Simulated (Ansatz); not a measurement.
Hf: biaxial strain −3.36 %, plane normal [001], relaxed out of plane

Take Hf in the hcp (Mg type) structure (space group P6_3/mmc, No. 194; a = 3.204 Å, c = 5.072 Å; relaxed with 0.1 eV smearing) as the base. Axes: x lies along a and z along c of the hexagonal cell.

Modification: biaxial strain −3.36 %, plane normal [001], relaxed out of plane (Cartesian); in-plane vectors clamped, the third vector and the atoms free.

Method: Ansatz (a program for electronic structure) PBE, spin-orbit coupling left out, earlier PAW set. Settings: 21×21×12 k-points, 0.1 eV Fermi–Dirac smearing.

```csv
quantity,base,changed,shift
volume per atom,22.55 Å³,21.59 Å³,-0.96 Å³
space group,P6_3/mmc (No. 194),P6_3/mmc (No. 194),–
"pressure (mean of the normal stresses, compression positive)",0.0 GPa,4.9 GPa,+4.9 GPa
band gap,zero,zero,–
out-of-plane strain,–,+2.52 %,–
ratio −ε⊥/ε∥,–,0.75,–
mean in-plane stress (compression positive),–,+7.4 GPa,–
```

Whether these cells are dynamically stable was not tested. All final runs are without spin polarisation.
